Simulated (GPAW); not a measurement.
Band structure of CdPPd5 (P4/mmm, 7 atoms in the cell).

```
CELL_PARAMETERS angstrom
      3.89942     0.00000     0.00000
      0.00000     3.89942     0.00000
      0.00000     0.00000     6.93431
ATOMIC_POSITIONS crystal
  Cd 0.50000 0.50000 0.00000
  P  0.00000 0.00000 0.50000
  Pd 0.00000 0.00000 0.00000
  Pd 0.50000 0.00000 0.69928
  Pd 0.50000 0.00000 0.30072
  Pd 0.00000 0.50000 0.69928
  Pd 0.00000 0.50000 0.30072
```

Computed with PBEsol, GPAW PAW datasets PBEsol (made by gpaw-setup) (plane waves; GPAW).

Settings: mode = pw; ecut = 600 eV; xc = PBEsol; kpts = 7 7 4; mesh shift (steps) = 0 0 0; occupations.name = fermi-dirac; occupations.width = 0.1 eV; nbands = -11; convergence.density = 1e-05 e/electron; convergence.energy = 1e-05 eV/electron; symmetry.symmorphic = false; symmetry.tolerance = 0.0005; maxiter = 120; bandpath_npoints = 40.

The starting cell comes from a database of computed structures (which also holds hypothetical and non-ambient phases and stackings), without a prior relaxation at this level. Its lattice was rescaled by a random factor within 2.5 % of one. Spin polarisation is off; with an odd number of electrons in the cell that forces a metal, and a magnetic state may lie lower.

Levels in eV from the Fermi level, bands 46 to 52:
```
point     46     47     48     49    50    51    52
-----  -----  -----  -----  -----  ----  ----  ----
Γ      -0.91  -0.12  -0.08   0.28  0.28  2.94  3.82
X      -1.57  -0.76  -0.08  -0.01  0.45  1.49  2.57
M      -0.74  -0.74  -0.35  -0.35  0.35  1.20  1.20
Z      -0.31  -0.12  -0.08   1.63  2.02  2.02  3.58
R      -1.45  -1.26  -1.23  -0.57  2.91  2.95  3.08
A      -0.87  -0.62  -0.51   0.66  0.66  1.21  1.21
```

Bands cross the Fermi level along this path, so the cell is metallic at this level.
